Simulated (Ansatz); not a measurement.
YSi (model structure, started from the CsCl type, Pm-3m, No. 221, 2 atoms in the cell), treated with r²SCAN (Ansatz, a first-principles code, PAW).

Settings: plane-wave cutoff 560 eV, 16×16×16 k mesh, Fermi–Dirac smearing 0.05 eV, scalar-relativistic PAW data made under PBE.

Cell (relaxed at this level):

```
YSi
1.0
    3.54428     0.00000     0.00000
    0.00000     3.54428     0.00000
    0.00000     0.00000     3.54428
Y Si
1 1
Cartesian
  0.00000   0.00000   0.00000
  1.77214   1.77214   1.77214
```

Question: Estimate the bulk modulus B0 that the calculation returns.

Answer: 
bulk modulus B0: 76.0 GPa

The run finds no gap.

Note: the bulk modulus is −V dP/dV from two relaxed cells at ±2 % in volume; the relaxation could raise the start's symmetry but not lower it, so the cell can be a saddle point.

Static lattice: no zero-point or thermal effects.

It cost very roughly 80 core-seconds of CPU time.

A model structure was made by putting elements into a prototype or built by hand; it is no filed structure, need not be a known phase, and can be a saddle point held by its symmetry.
